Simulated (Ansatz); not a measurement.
Base system: LiF in the rock salt structure (space group Fm-3m, No. 225).

```
LiF
1.0
    0.00000     2.00393     2.00393
    2.00393     0.00000     2.00393
    2.00393     2.00393     0.00000
Li F
1 1
Direct
  0.00000   0.00000   0.00000
  0.50000   0.50000   0.50000
```

Cartesian axes are those of the cell as printed.

The values are results of PBEsol in Ansatz (plane waves to 420 eV, PAW, no spin-orbit coupling), not measurements.

For the base:

```
Quantity                Value
-------------  --------------
Band gap              9.05 eV
Electron mass  0.88 mₑ (at Γ)
```

Modification: biaxial strain −1.25 %, plane normal [111], relaxed out of plane (Cartesian); in-plane vectors clamped, the third vector and the atoms free.

Problem. What does the calculation give for the band gap, electron mass and energy relative to the base after the change?

Solution. The band gap goes up by 0.15 eV to 9.20 eV; the electron mass changes from 0.88 mₑ (at Γ) to 0.90 mₑ (at Γ); the energy rises by 1.4 meV/atom.

Effective masses come from finite differences of ±0.01 Å⁻¹. Stability against distortions was not tested.

Ansatz is a quantum-chemistry and plane-wave program.
